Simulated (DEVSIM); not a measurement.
Device: abrupt GaSb p-n junction, at 300 K.

Layer 1 from the left is GaSb, thickness (μm) 2.60, Na (cm⁻³) 7.3e15, τn (s) 5e-9, τp (s) 5e-9. Layer 2 from the left is GaSb, thickness (μm) 1.30, Nd (cm⁻³) 2.3e15, τn (s) 5e-9, τp (s) 5e-9.

Left contact: ohmic. Right contact: ohmic. Voltage is applied to the left contact. Recombination: SRH at mid-gap. Mobility is constant in doping.

The device is made up for the run: typed textbook-type constants, with dimensions and the other settings drawn at random. Values at 300 K.

GaSb: gap (eV) 0.726, affinity (eV) 4.06, permittivity 15.7, Nc (cm⁻³) 2.1e17, Nv (cm⁻³) 1.8e19, μn (cm²/Vs) 5000, μp (cm²/Vs) 850.

Model (solved in DEVSIM): 1D drift-diffusion, Boltzmann statistics, complete ionisation; no tunnelling, impact ionisation, image-force lowering or self-heating.

Dark forward current:

| |V| (V) | |J| (A/cm²) |
|---|---|
| 0.05 | 0.0008750 |
| 0.10 | 0.004982 |
| 0.15 | 0.02795 |
| 0.20 | 0.1684 |
| 0.25 | 1.059 |
| 0.30 | 6.571 |
| 0.35 | 35.57 |
| 0.40 | 141.3 |
| 0.45 | 397.2 |
| 0.50 | 854.0 |
| 0.55 | 1528 |
| 0.60 | 2416 |

Q: Work out the local ideality factor n = ΔV / (kT/q · ln(J2/J1)) between the rows 0.15 and 0.20 V, 0.20 and 0.25 V, 0.55 and 0.60 V.

A: kT/q = 25.85 mV. From 0.15 to 0.20 V: ln(0.1684/0.02795) = 1.796, n = 1.08, near the 1 of diffusion or emission over a barrier. From 0.20 to 0.25 V: ln(1.059/0.1684) = 1.839, n = 1.05, near the 1 of diffusion or emission over a barrier. From 0.55 to 0.60 V: ln(2416/1528) = 0.458, n = 4.22.

Q: Estimate the current at 0.25 V from the Shockley equation with J0 = Σ q ni² D/(N L) coth(W/L), τ joining the SRH, radiative and Auger lifetimes that are on, and W taken as the whole layer.

A: ni² = 2.40e24 cm⁻⁶; electrons in the p layer: μ = 5000 cm²/Vs, D = 129 cm²/s, τ = 5.00e-9 s, L = 8.04 μm, W/L = 0.32, term 2.71e-5 A/cm²; holes in the n layer: μ = 850 cm²/Vs, D = 22.0 cm²/s, τ = 5.00e-9 s, L = 3.31 μm, W/L = 0.39, term 2.97e-5 A/cm². J0 = 5.68e-5 A/cm², and J = J0 exp(qV/kT) = 0.900 A/cm². The simulation gives 1.06 A/cm²; the estimate lies 15 % below. The estimate leaves out recombination in the depletion region and that region's share of W.
